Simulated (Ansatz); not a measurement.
## RuB2, pressure series

Base system: RuB₂ (space group Pmmn, No. 59; a = 2.8495 Å, b = 4.6257 Å, c = 4.0236 Å).

Cell and atoms are relaxed at each pressure.

Calculations: DFT with PBEsol, PAW potentials and a 420 eV plane-wave cutoff in Ansatz (an electronic-structure program), without spin-orbit coupling.

Notes on the quantities. enthalpy: H = E + PV relative to the base's energy.

```tsv
variant	enthalpy	shortest interatomic distance	density
base	–	1.815 Å	7.68 g/cm³
pressure 0.3 GPa	+0.02 eV/atom	1.814 Å	7.69 g/cm³
pressure 0.7 GPa	+0.04 eV/atom	1.813 Å	7.70 g/cm³
pressure 1.5 GPa	+0.08 eV/atom	1.811 Å	7.72 g/cm³
pressure 3 GPa	+0.16 eV/atom	1.808 Å	7.76 g/cm³
pressure 5 GPa	+0.27 eV/atom	1.803 Å	7.81 g/cm³
pressure 7.5 GPa	+0.41 eV/atom	…	…
```

Q: What belongs in the blanks?

A: 
- pressure 7.5 GPa, shortest interatomic distance: 1.798 Å
- pressure 7.5 GPa, density: 7.87 g/cm³

Load acts through the strain it causes; cell and atoms are relaxed under it. No phonon test of stability was made. No other phases were tried under pressure. The final runs are not spin-polarised.
